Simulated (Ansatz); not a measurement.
An Ansatz (a program for electronic structure) input (Ansatz r2SCAN, no spin-orbit coupling):

Ansatz 0.2 input:
```yaml
crystal:
  lattice:
    - [0, 2.381338238, 2.381338238]
    - [2.381338238, 0, 2.381338238]
    - [2.381338238, 2.381338238, 0]
  atoms:
    - { symbol: S, position: [0.75, 0.75, 0.75] }
    - { symbol: Be, position: [0, 0, 0] }
basis: { ecutwfc: 500, ecutrho_ratio: 4, xc_grid: 4, fft_grid_basis: typed }
kpoints: { mp_grid: { grid: [12, 12, 12] } }
hamiltonian:
  xc: r2scan
  dispersion: none
  pseudopotentials: { kind: paw }
scf: { occupations: { method: fermi_dirac, width: 0.05 }, convergence: { dr2_threshold: 0.0000000002 } }
output: { forces: true, stress: true }
checkpoint: { write: state.ck, write_every: 1000 }
```

Problem. Which symmetry and how many k-points will the program report, and about how many plane waves at Γ?

Solution. Space group F-43m (ITA 216) with 24 operations, k-points 72 of 1728, and 701 plane waves at Γ.

Problem. And the final pressure?

Solution. 7.28 GPa (compression positive).

Single points use the geometry relaxed with PBE. Load acts through the strain it causes; cell and atoms are relaxed under it. Whether these cells are dynamically stable was not tested. No other phases were tried under pressure. The cell was made from BeS in the zinc blende structure (space group F-43m, No. 216) by this change: pressure 7.5 GPa.
